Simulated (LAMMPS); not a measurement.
System: Al (fcc), 864 atoms, at 840 K and 0 GPa, heated as the crystal.

Level of theory: classical MD, pair style meam, file AlSiMgCuFe.meam (LAMMPS).

Starting crystal:

```cif
data_Al4
_chemical_formula_sum 'Al4'
_space_group_name_H-M_alt 'Fm-3m'
_space_group_IT_number 225
_space_group_name_Hall '-F 4 2 3'
_cell_length_a 4.05000
_cell_length_b 4.05000
_cell_length_c 4.05000
_cell_angle_alpha 90.000
_cell_angle_beta 90.000
_cell_angle_gamma 90.000
loop_
_atom_site_label
_atom_site_type_symbol
_atom_site_symmetry_multiplicity
_atom_site_Wyckoff_symbol
_atom_site_fract_x
_atom_site_fract_y
_atom_site_fract_z
_atom_site_occupancy
Al1 Al 4 a 0.00000 0.00000 0.00000 1
```

**Question.** Give the enthalpy per atom, the density, the mean frequency of the velocity spectrum, the most common Al-Al-Al angle as this potential yields it.

**Answer.** enthalpy per atom: -3.1251 ± 0.0003 eV; density: 2.5970 ± 0.0001 g/cm³; mean frequency of the velocity spectrum: 6.4 THz; most common Al-Al-Al angle: in the 3° bin centred on 58.5° (mean of all 97°).
